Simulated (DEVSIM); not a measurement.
Structure: Cr/SiO2/p-InP capacitor, at 400 K.

```csv
layer (left to right),material,thickness (nm),Na (cm⁻³)
1,SiO2,5.60,-
2,InP,9700,4.1e15
```

Metal gate on the left, work function 4.5 eV. Fixed charge at the semiconductor interface 9e11 cm⁻² (in units of +e); no interface traps.

Constants are typed, rounded textbook-type inputs, not results; the design itself was drawn at random and stands for no fabricated device. Values at 300 K; Nc and Nv go as T^1.5, mobilities as T to minus their exponent, the gap by Varshni's rule with the affinity fixed.

| parameter | SiO2 | InP |
|---|---|---|
| gap (eV) | 9 | 1.344 |
| affinity (eV) | 0.9 | 4.38 |
| permittivity | 3.9 | 12.5 |
| Nc (cm⁻³) | - | 5.7e17 |
| Nv (cm⁻³) | - | 1.1e19 |
| Varshni α (eV/K) | - | 0.000363 |
| Varshni β (K) | - | 162 |

Model (solved in DEVSIM): 1D Poisson equation in equilibrium, Boltzmann statistics, complete ionisation; no quantum confinement or tunnelling. Metal contacts follow the ideal Schottky-Mott rule: no Fermi-level pinning, no interface dipoles.

The interface trap density was swept, all else fixed.

| interface trap density (cm^-2 eV^-1) | flat-band voltage (V) | minimum of the low-frequency capacitance (μF/cm²) | threshold voltage (band bending 2φF) (V) |
|---|---|---|---|
| 0 | -1.14 | 0.0230 | -0.24 |
| 1e10 | -1.14 | 0.0245 | -0.24 |
| 1e11 | -1.14 | 0.0376 | -0.22 |
| 3e11 | -1.15 | 0.0645 | -0.18 |
| 1e12 | -1.17 | 0.142 | -0.05 |
| 2e12 | -1.19 | 0.221 | 0.14 |

From the first row to the last the flat-band voltage goes from -1.14 to -1.19. From the first row to the last the minimum of the low-frequency capacitance goes from 0.0230 to 0.221.
